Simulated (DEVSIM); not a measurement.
Structure: Cr/La2O3/p-Si capacitor, at 300 K.

```csv
layer (left to right),material,thickness (nm),Na (cm⁻³)
1,La2O3,4.90,-
2,Si,5200,1.2e16
```

Metal gate on the left, work function 4.5 eV. Fixed charge at the semiconductor interface 2.1e10 cm⁻² (in units of +e); interface traps 1.1e10 cm⁻² eV⁻¹, uniform in energy, neutral level at 0.3 of the gap above the valence band.

Constants are typed, rounded textbook-type inputs, not results; the design itself was drawn at random and stands for no fabricated device. Values at 300 K.

```tsv
parameter	La2O3	Si
gap (eV)	5.8	1.124
affinity (eV)	1.8	4.05
permittivity	27	11.7
Nc (cm⁻³)	-	2.86e19
Nv (cm⁻³)	-	3.1e19
```

Model (solved in DEVSIM): 1D Poisson equation in equilibrium, Boltzmann statistics, complete ionisation; no quantum confinement or tunnelling. Metal contacts follow the ideal Schottky-Mott rule: no Fermi-level pinning, no interface dipoles.

### Question
Tabulate band edges, carrier densities and field at 0.0 V on the gate.

### Answer
Energies count from the Fermi level of the right contact; mesh points crowd at the junctions.

| x (μm) | Ec (eV) | Ev (eV) | n (cm⁻³) | p (cm⁻³) | field (V/cm) |
|---|---|---|---|---|---|
| 0.000 | 2.700 | -3.100 | < 1e2 | < 1e2 | 16000 |
| 0.001122 | 2.702 | -3.098 | < 1e2 | < 1e2 | 16000 |
| 0.002844 | 2.705 | -3.095 | < 1e2 | < 1e2 | 16000 |
| 0.004275 | 2.707 | -3.093 | < 1e2 | < 1e2 | 16000 |
| 0.005875 | 0.462 | -0.662 | 5.0e11 | 2.3e8 | 40000 |
| 0.008396 | 0.472 | -0.652 | 3.4e11 | 3.5e8 | 40000 |
| 0.01424 | 0.495 | -0.629 | 1.4e11 | 8.4e8 | 39000 |
| 0.03376 | 0.567 | -0.557 | 8.7e9 | 1.3e10 | 35000 |
| 0.06919 | 0.679 | -0.445 | 1.1e8 | 1.0e12 | 28000 |
| 0.1514 | 0.849 | -0.275 | 160000 | 7.5e14 | 13000 |
| 0.3256 | 0.920 | -0.204 | 10000 | 1.2e16 | 290 |
| 0.9555 | 0.921 | -0.203 | 9700 | 1.2e16 | ≈ 0 |
| 2.079 | 0.921 | -0.203 | 9700 | 1.2e16 | ≈ 0 |
| 3.744 | 0.921 | -0.203 | 9700 | 1.2e16 | ≈ 0 |
| 4.695 | 0.921 | -0.203 | 9700 | 1.2e16 | ≈ 0 |
| 4.971 | 0.921 | -0.203 | 9700 | 1.2e16 | ≈ 0 |
| 5.102 | 0.921 | -0.203 | 9700 | 1.2e16 | ≈ 0 |
| 5.158 | 0.921 | -0.203 | 9700 | 1.2e16 | ≈ 0 |
| 5.190 | 0.921 | -0.203 | 9700 | 1.2e16 | ≈ 0 |
| 5.199 | 0.921 | -0.203 | 9700 | 1.2e16 | ≈ 0 |
| 5.203 | 0.921 | -0.203 | 9700 | 1.2e16 | ≈ 0 |
| 5.205 | 0.921 | -0.203 | 9700 | 1.2e16 | ≈ 0 |
